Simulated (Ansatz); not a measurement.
Troubleshooting Ansatz (an electronic-structure program): a failed run on SrAs2Pt2 (P1, 10 atoms in the cell). The aim is a self-consistent single point with DFT, PBEsol, plane waves, default PAW files made with PBE.

This input was run:

Ansatz 0.2 input:
```yaml
crystal:
  lattice:
    - [4.54322000, 0.00000000, 0.00000000]
    - [0.00000000, 4.54322000, 0.00000000]
    - [0.00000000, 0.00000000, 9.99443000]
  atoms:
    - { symbol: Sr, position_ang: [-0.03211602, 2.28611196, 2.52092506] }
    - { symbol: Sr, position_ang: [2.23146156, -0.00408435, 7.48481863] }
    - { symbol: As, position_ang: [0.02378376, 2.29118673, 8.71797138] }
    - { symbol: As, position_ang: [2.29288590, 0.01093553, 1.25998780] }
    - { symbol: As, position_ang: [2.27997407, 2.24201546, 5.00217224] }
    - { symbol: As, position_ang: [0.01253929, -0.00798698, 5.02545926] }
    - { symbol: Pt, position_ang: [2.26271892, 2.27462670, 0.01484173] }
    - { symbol: Pt, position_ang: [0.00935449, -0.01327983, -0.01187338] }
    - { symbol: Pt, position_ang: [0.00318480, 2.27868379, 6.15565939] }
    - { symbol: Pt, position_ang: [2.27426324, -0.00016356, 3.80776789] }
kpoints:
  mp_grid:
    grid: [4, 4, 2]
hamiltonian:
  xc: scan
  pseudopotentials:
    kind: paw
scf:
  occupations:
    method: gaussian
    width: 0.05 eV
output:
  forces: true
  eigenvalues: true
  stress: true
```

Output (repeated stretches shortened):

```
Error: YAML parse error: error: line 21 column 7: hamiltonian.xc: unknown variant `scan`, expected one of `lda`, `lda-pw`, `pw92`, `pbe`, `pbesol`, `rpbe`, `revpbe`, `blyp`, `pbe0`, `revpbe0`, `b3lyp`, `b3lyp5`, `hse06`, `wpbeh`, `hiss`, `lc_wpbe`, `cam_b3lyp`, `hf`, `r2scan`, `r2scanh`, `r2scan0`, `r2scan50`, `mr2scan`
  --> <input>:21:7
   |
19 |     grid: [4, 4, 2]
20 | hamiltonian:
21 |   xc: scan
   |       ^ hamiltonian.xc: unknown variant `scan`, expected one of `lda`, `lda-pw`, `pw92`, `pbe`, `pbesol`, `rpbe`, `revpbe`, `blyp`, `pbe0`, `revpbe0`, [...]
22 |   pseudopotentials:
23 |     kind: paw
   |
```

Q: From the messages shown, name the fault and mend the input.

A: The fault is a value that the program does not know. The key takes a closed list of words, and names differ between codes. To fix it, use one of the words that the key accepts. The program stopped before any SCF iteration.

The sound input it was made from differs as follows (other fixes are possible):
```diff
-  xc: scan
+  xc: pbesol
```

With that input, the run converged in 8 iterations: free energy E − TS (on the zero of these files) -75779.4690 eV; Fermi level (on the code's own zero) 13.96 eV; pressure -5.23 GPa; largest force (vector length) 0.311 eV/Å (DFT, PBEsol, plane waves, default PAW files made with PBE).

On the sound input: the starting cell comes from a database of computed structures (which also holds hypothetical and non-ambient phases and stackings), without a prior relaxation at this level. Its atoms were displaced at random from the sites of space group no. 129. Spin polarisation is off. With a pressure of about -5 GPa the cell is away from its equilibrium volume at this level. Ansatz's pressure includes its estimate of the finite-basis (Pulay) stress. Without a gap this mesh is coarse (it stands for a supercell whose shortest vector is 18 Å).
